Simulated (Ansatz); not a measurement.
Start from Pd in the fcc (Cu type) structure (space group Fm-3m, No. 225; a = 3.841 Å; relaxed with 0.1 eV smearing). Axes: x, y, z lie along the cube axes.

Calculations: Kohn–Sham DFT with the LDA functional, run in Ansatz (a first-principles code) with PAW and 420 eV plane waves, spin-orbit coupling left out.

Base values:

```
Quantity                         Value
-----------------------------  -------
Shortest interatomic distance  2.716 Å
Band gap                          zero
```

The change: the cell is compressed by 1.50 % along z with no lateral relaxation; the atoms relax in the strained cell.

Estimate the effect on the stress.

The stress (xx, yy, zz, yz, xz, xy; compression positive) is (3.2, 3.2, 4.3, 0.0, 0.0, 0.0) GPa.

Predict the new shortest interatomic distance.

The shortest interatomic distance shrinks by 0.020 Å to 2.696 Å.

How does this affect the energy relative to the base?

The energy goes up by 2.8 meV/atom.

Estimate the effect on the band gap.

The band gap is still zero.

No phonon test of stability was made. All final runs are without spin polarisation.
